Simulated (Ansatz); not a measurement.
Given:

```yaml
crystal:
  lattice:
    - [0.00000, 2.88087, 2.79123]
    - [2.88087, 0.00000, 2.79123]
    - [2.88087, 2.88087, 0.00000]
  atoms:
    - { symbol: Ga, position: [0.00000, 0.00000, 0.00000] }
    - { symbol: As, position: [0.25000, 0.25000, 0.25000] }
```

Method: r2SCAN with spin-orbit coupling, rigid bands (plane waves, PAW; Ansatz, a program for electronic structure). Condition of this run: biaxial stress xx = yy = -2 GPa (compression positive) (the target of the relaxation). How the cell was made: cell and atoms relaxed with r2SCAN, then loaded as said.

Problem. Predict the electron conductivity mass (n e² τ/σ) at 300 K, by direction if it differs.

Solution. 0.052 (x), 0.052 (y), 0.046 (z) mₑ.

Problem. Predict the hole conductivity mass (n e² τ/σ) at 300 K, by direction if it differs.

Solution. 0.38 (x), 0.38 (y), 0.155 (z) mₑ.

Problem. And the band gap?

Solution. 0.63 eV at this level; semilocal functionals usually fall short of the measured gap.

Rigid bands, one relaxation time for all states, no polarons.
